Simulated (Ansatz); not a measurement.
## La2O3, pressure series

The parent structure is La₂O₃ (space group P-3m1, No. 164; a = 3.9404 Å, c = 6.1883 Å).

Cell and atoms are relaxed at each pressure.

Levels (all Ansatz, an electronic-structure program, PAW, earlier PAW set): PBE (420 eV, no spin-orbit coupling); r2SCAN (500 eV, no SOC).

The base cell above is that of PBE; each level relaxes its own structures.

```
case               band gap, PBE  band gap, r2SCAN
-----------------  -------------  ----------------
pressure −2 GPa          3.82 eV           4.22 eV
pressure −1 GPa          3.83 eV           4.22 eV
pressure 0.9 GPa         3.84 eV           4.23 eV
pressure 2.1 GPa         3.85 eV           4.23 eV
pressure 4.5 GPa         3.87 eV           4.23 eV
pressure 9 GPa           3.87 eV           4.21 eV
pressure 15 GPa          3.84 eV           4.17 eV
pressure 22.5 GPa        3.78 eV           4.11 eV
pressure 30 GPa          3.74 eV           4.08 eV
```

PBE lies below r2SCAN in every row, by 0.33 eV to 0.40 eV. They disagree on the order of pressure 9 GPa and pressure −2 GPa and of 3 more pairs.

Load acts through the strain it causes; cell and atoms are relaxed under it. Whether these cells are dynamically stable was not tested. Competing high-pressure phases were not computed.
